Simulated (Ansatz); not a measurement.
Consider KTaO$_{3}$ in the cubic perovskite structure (space group Pm-3m, No. 221; a = 3.9853 Å).

Computed with DFT with PBEsol, PAW potentials and a 420 eV plane-wave cutoff in Ansatz (an electronic-structure program), spin-orbit coupling left out.

Strains are applied to the cell and any free atomic positions relax.

One change was made to it. Results:

| quantity | base | after |
|---|---|---|
| band gap | 2.14 eV | 2.21 eV |
| energy relative to the base (free energy F) | 0 meV/atom | +11 meV/atom |
| smallest direct gap | 2.75 eV | 2.80 eV |
| width of the top valence band | 1.07 eV | 1.10 eV |
| pressure | 0.00 GPa | 7.96 GPa |

Task: Name the change that was made.
(A) isotropic strain −1.20 %
(B) isotropic strain −3.00 %
(C) isotropic strain −0.60 %
(D) isotropic strain −2.40 %

Result: A, isotropic strain −1.20 %. For comparison, the energy relative to the base in the other runs: isotropic strain −3.00 % gives +72 meV/atom; isotropic strain −0.60 % gives +2.7 meV/atom; isotropic strain −2.40 % gives +45 meV/atom.

With Ta present, leaving out spin-orbit coupling can change the band edges. No phonon test of stability was made.
